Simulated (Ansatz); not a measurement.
For L1₂ (Cu3Au-type) CuAu₃, PBEsol (plane waves, PAW; Ansatz, a quantum-chemistry and plane-wave program) gives:

lattice constant a: 3.974 Å
enthalpy of formation: -0.023 eV/atom

### Question
What does r²SCAN (Ansatz, PAW) give for the same quantities?

### Answer

- lattice constant a: 4.010 Å (grows by 0.9 %)
- formation enthalpy: -0.020 eV/atom (moves by +0.003 eV/atom)

For comparison: lattice constant a 3.98 Å (measured, temperature not stated, copied from a table, unchecked, no zero-point or thermal correction; as tabulated in Journal of Alloys Compd. 176, 133 (1991)).

Changes are worked out from the printed values.

Unless a cell is named, each level is at its own relaxed cell (PBEsol 15.69, r²SCAN 16.12 Å³/atom).

Levels without +SOC leave out spin–orbit coupling, which shifts energies and cells of such heavy elements.

Ansatz's density-functional and Hartree–Fock values are scalar-relativistic unless marked +SOC, with PAW data made under PBE.
